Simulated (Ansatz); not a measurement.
The starting structures come from a database of crystals and need not be the phases stable at ambient conditions.

```yaml
crystal:
  lattice:
    - [6.19892, 0.00000, 0.00000]
    - [0.00000, 7.53701, 0.00000]
    - [3.09946, 3.76851, 7.16067]
  atoms:
    - { symbol: Cs, position: [0.85139, 0.01789, 0.29722] }
    - { symbol: Cs, position: [0.14861, 0.98211, 0.70278] }
    - { symbol: Cs, position: [0.64861, 0.31511, 0.70278] }
    - { symbol: Cs, position: [0.35139, 0.68489, 0.29722] }
    - { symbol: Si, position: [0.25000, 0.50000, 0.00000] }
    - { symbol: Si, position: [0.75000, 0.50000, 0.00000] }
    - { symbol: P, position: [0.41401, 0.26393, 0.17198] }
    - { symbol: P, position: [0.58599, 0.73607, 0.82802] }
    - { symbol: P, position: [0.08599, 0.43591, 0.82802] }
    - { symbol: P, position: [0.91401, 0.56409, 0.17198] }
```

The cell is taken as given; by PBEsol it stands under a pressure of -0.8 GPa.

Transport runs along the normal of the first two printed cell vectors.

No gap correction and no spin-orbit coupling; mid-gap is the computed energy nearest the middle.

Q: Estimate the band gap and the smallest decay constant κ at mid-gap that PBEsol in Ansatz (a quantum-chemistry and plane-wave program) returns for this system.

A: Gap 1.23 eV on a 6×6×6 mesh; κ = 0.200 1/Å, at the zone centre.
